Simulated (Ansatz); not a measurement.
Base system: WC (space group P-6m2, No. 187; a = 2.8991 Å, c = 2.8268 Å; relaxed with 0.1 eV smearing).

Level of theory: PBEsol (Ansatz, a first-principles code), no SOC.

Before the change:

| Property | Value |
|---|---|
| Pressure | 0.0 GPa |
| Band gap | zero |

One thing is altered: the cell is scaled by 1.0050 in all directions, atoms relaxed at fixed cell.

Question: Predict the new pressure.

Answer: The pressure (mean of the normal stresses, compression positive) goes from zero to -5.9 GPa.

Question: How does this affect the energy relative to the base?

Answer: The energy increases by 2.9 meV/atom.

Question: What happens to the band gap?

Answer: The band gap remains zero.

The cells carry an imposed strain or load. Stability against distortions was not tested. All final runs are without spin polarisation.
